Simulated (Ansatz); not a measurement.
# PbS2, element substitutions

The parent structure is PbS$_{2}$ (space group I4/mcm, No. 140; a = 6.0708 Å, c = 7.4627 Å; a cell from a computed database, its experimental status unchecked).

Each row replaces one element on all its sites; cell and atoms are relaxed.

Levels (all Ansatz, an electronic-structure program, PAW): PBEsol (420 eV, spin-orbit coupling left out); r2SCAN (500 eV, no SOC).

Pressures by level, all at the geometries relaxed with PBEsol:

| case | PBEsol | r2SCAN |
|---|---|---|
| base | 0.0 GPa | 2.3 GPa |
| S → P | 0.0 GPa | 2.2 GPa |
| S → O | 0.0 GPa | 1.9 GPa |
| S → Se | 0.0 GPa | 2.1 GPa |

Single points use the geometry relaxed with PBEsol. Their cutoffs differ, which shifts pressures a little. No phonon test of stability was made. As relaxed here, PbP2 and PbO2 are hypothetical phases, not in the database extracts checked. For PbSe2 in this form, whether it has been made was not checked. The final runs are not spin-polarised.
